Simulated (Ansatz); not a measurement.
## WS2, pressure series

Consider WS$_{2}$ in the 2H-MoS2 type structure (space group P6_3/mmc, No. 194; a = 3.115 Å, c = 11.773 Å; layered, stacked along the Cartesian z axis).

Cell and atoms are relaxed at each pressure.

Method: PBEsol-D3(BJ)/PAW in Ansatz (a program for electronic structure), spin-orbit coupling left out, earlier PAW set.

Computed cases, in order: pressure −2 GPa; pressure −1 GPa; 0 GPa (base); pressure 0.9 GPa; pressure 2.1 GPa; pressure 4.5 GPa; pressure 9 GPa; pressure 15 GPa; pressure 22.5 GPa; pressure 30 GPa.

Between which two neighbouring cases does the band gap open or close?

Between pressure 15 GPa (0.07 eV) and pressure 22.5 GPa (zero). The whole series: pressure −2 GPa: 0.81 eV; pressure −1 GPa: 0.72 eV; 0 GPa (base): 0.66 eV; pressure 0.9 GPa: 0.60 eV; pressure 2.1 GPa: 0.54 eV; pressure 4.5 GPa: 0.43 eV; pressure 9 GPa: 0.26 eV; pressure 15 GPa: 0.07 eV; pressure 22.5 GPa: zero; pressure 30 GPa: zero.

A case with no gap was solved on a k-mesh chosen for an insulator, which is coarse for it. With W present, leaving out spin-orbit coupling can change the band edges. Load acts through the strain it causes; cell and atoms are relaxed under it. Stability against distortions was not tested. Competing high-pressure phases were not computed. The final runs are not spin-polarised. The zero or small gap of WS2 under pressure 9 GPa, WS2 under pressure 15 GPa, WS2 under pressure 22.5 GPa and WS2 under pressure 30 GPa can change with the level of theory.
